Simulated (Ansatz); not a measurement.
# A computed series for Ta2N: response to strain

Consider Ta$_{2}$N in the anti-CdI2 type structure (space group P-3m1, No. 164; a = 3.051 Å, c = 4.800 Å; relaxed with 0.1 eV smearing). Axes: x lies along a and z along c of the hexagonal cell.

Strains are applied to the cell and any free atomic positions relax; under biaxial strain the out-of-plane vector relaxes too; under stress the whole cell relaxes.

All numbers come from plane-wave PAW DFT at the PBEsol-D3(BJ) level (Ansatz, a first-principles code, 420 eV), scalar-relativistic without spin-orbit coupling.

Notes on the quantities. pressure: mean of the normal stresses, compression positive.

| case | pressure | space group | volume per atom |
|---|---|---|---|
| base | 0.0 GPa | P-3m1 (No. 164) | 12.89 Å³ |
| biaxial strain +1.23 %, plane normal [001], relaxed out of plane | -3.2 GPa | P-3m1 (No. 164) | 13.05 Å³ |
| biaxial strain +1.62 %, plane normal [001], relaxed out of plane | -4.2 GPa | P-3m1 (No. 164) | 13.11 Å³ |
| biaxial strain +3.73 %, plane normal [001], relaxed out of plane | -9.5 GPa | P-3m1 (No. 164) | 13.41 Å³ |
| isotropic strain +0.56 % | -4.9 GPa | P-3m1 (No. 164) | 13.11 Å³ |
| uniaxial strain ε_xx = −2.39 % | 7.7 GPa | C2/m (No. 12) | 12.59 Å³ |
| uniaxial strain ε_xx = −0.42 % | 1.3 GPa | C2/m (No. 12) | 12.84 Å³ |
| uniaxial stress, 1 GPa tension along x | – | C2/m (No. 12) | 12.91 Å³ |
| tensor shear ε_xz = +1.65 % | … | P-1 (No. 2) | 12.89 Å³ |
| tensor shear ε_xz = +2.35 % | 0.5 GPa | P-1 (No. 2) | 12.89 Å³ |

What belongs in the blanks?


- tensor shear ε_xz = +1.65 %, pressure: 0.3 GPa

Stability under load was not tested beyond the relaxation. All final runs are without spin polarisation. An odd electron count without spin: Ta2N.
